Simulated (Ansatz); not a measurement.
A self-consistent single point of a (001) slab of TiTe2 (cut from a parent of space group no. 164; 6 atoms in the cell) with Ansatz (an electronic-structure program).

Method: LDA (PW92), default PAW files made with PBE (plane waves; Ansatz).

The change in words: vacuum of 3 angstrom (first run: 14 Å). Reference geometry:
```
CELL_PARAMETERS angstrom
      3.83568     0.00000     0.00000
     -1.91784     3.32180     0.00000
      0.00000     0.00000    24.10991
ATOMIC_POSITIONS crystal
  Ti 0.00000 0.00000 0.36025
  Te 0.66667 0.33333 0.29034
  Te 0.33333 0.66667 0.43018
  Ti 0.00000 0.00000 0.63974
  Te 0.66667 0.33333 0.56982
  Te 0.33333 0.66667 0.70966
```

Reference input (self-consistent single point, DFT, LDA (PW92), plane waves, default PAW files made with PBE): basis.ecutwfc = 420 eV; kpoints.mp_grid.grid = 9 9 1; hamiltonian.xc = lda; hamiltonian.pseudopotentials = {kind: paw} (the program's default PAW files); scf.occupations.method = fermi_dirac; scf.occupations.width = 0.1 eV. This run's input differs from it in these lines:

Ansatz 0.2 input:
```diff
@@ -5,10 +5,10 @@
     - [-1.917841, 3.321799, 0.000000]
-    - [0.000000, 0.000000, 24.109910]
+    - [0.000000, 0.000000, 13.109912]
   atoms:
-    - { symbol: Ti, position: [0.000000, 0.000000, 0.360255] }
-    - { symbol: Te, position: [0.666667, 0.333333, 0.290337] }
-    - { symbol: Te, position: [0.333333, 0.666667, 0.430176] }
-    - { symbol: Ti, position: [0.000000, 0.000000, 0.639741] }
-    - { symbol: Te, position: [0.666667, 0.333333, 0.569824] }
-    - { symbol: Te, position: [0.333333, 0.666667, 0.709663] }
+    - { symbol: Ti, position: [0.000000, 0.000000, 0.243001] }
+    - { symbol: Te, position: [0.666667, 0.333333, 0.114417] }
+    - { symbol: Te, position: [0.333333, 0.666667, 0.371590] }
+    - { symbol: Ti, position: [0.000000, 0.000000, 0.756992] }
+    - { symbol: Te, position: [0.666667, 0.333333, 0.628410] }
+    - { symbol: Te, position: [0.333333, 0.666667, 0.885583] }
 basis:
```

Output, abridged:

```
SCF iter   1: F=—  HF=-32213.533012 eV  |F-HF|=—  |Δ(HF+E_count)|=         —  Δρ=5.33e-3  dr2=2.35e-2  ethr=1.77e-3  ⟨swp⟩=6.9  Hψ=2486  notcnv=0
all-band conjugate gradients solve this SCF's bands
preconditioner: auto → LDOS
SCF iter   2: F=—  HF=-32213.527104 eV  |F-HF|=—  |Δ(HF+E_count)|=   5.91e-3  Δρ=3.03e-3  dr2=2.02e-2  ethr=2.67e-5  ⟨swp⟩=2.0  Hψ=1361  notcnv=0
SCF iter   3: F=—  HF=-32213.524052 eV  |F-HF|=—  |Δ(HF+E_count)|=   3.05e-3  Δρ=9.11e-4  dr2=1.55e-3  ethr=2.29e-5  ⟨swp⟩=3.0  Hψ=1271  notcnv=0
SCF iter   4: F=—  HF=-32213.523748 eV  |F-HF|=—  |Δ(HF+E_count)|=   3.03e-4  Δρ=1.38e-4  dr2=3.94e-5  ethr=1.76e-6  ⟨swp⟩=2.6  Hψ=1073  notcnv=0
SCF iter   5: F=—  HF=-32213.523742 eV  |F-HF|=—  |Δ(HF+E_count)|=   5.99e-6  Δρ=2.33e-5  dr2=1.75e-6  ethr=4.48e-8  ⟨swp⟩=3.0  Hψ=1301  notcnv=0
SCF iter   6: F=-32213.523742 eV  HF=-32213.523742 eV  |F-HF|=1.54e-8  |Δ(HF+E_count)|=   2.57e-7  Δρ=6.50e-6  dr2=4.90e-8  ethr=1.14e-10  ⟨swp⟩=4.7  Hψ=2799  notcnv=0
SCF 1 converged in 6 iterations: F = -32213.523742 eV  dr2 = 4.90e-8
Free energy (F): -32213.523742 eV
Internal energy: -32213.416661 eV  (E = F + TS)
E sigma→0 (E₀):  -32213.470202 eV
Entropy (-TS):   -0.107080 eV (-17.847 meV/atom)
Fermi energy:    9.379758 eV
--- Forces (eV/Å), atoms counted from 1 ---
  atom   1  Ti     0.00000000     0.00000000     0.03729432
  atom   2  Te    -0.00000000     0.00000000     0.35520426
  atom   3  Te    -0.00000000    -0.00000000    -0.30248270
  atom   4  Ti    -0.00000000    -0.00000000    -0.03729432
  atom   5  Te     0.00000000     0.00000000     0.30248270
  atom   6  Te     0.00000000    -0.00000000    -0.35520426
--- Stress (GPa, compression-positive) ---
       -5.257716      -0.000000       0.000000
       -0.000000      -5.257716      -0.000000
       -0.000000      -0.000000      -4.422632
  P = ⅓ Tr σ = -4.9794 GPa (-49.794 kbar)
  The stress holds the Pulay correction. Without it, at fixed plane waves, as pw.x and ABINIT print it: P = -5.0161 GPa
```

The run converged in 6 iterations. Against the reference run the free energy drops by 50.1 meV/atom and the largest force moves little (0.354 to 0.355 eV/Å).

The starting cell comes from a database of computed structures (which also holds hypothetical and non-ambient phases and stackings), without a prior relaxation at this level. The slab is cut from that crystal, and its faces are unrelaxed. Its lattice was rescaled by up to half a per cent. Spin-orbit coupling is off. Spin polarisation is off, so a magnetic state, if there is one, cannot be reached.
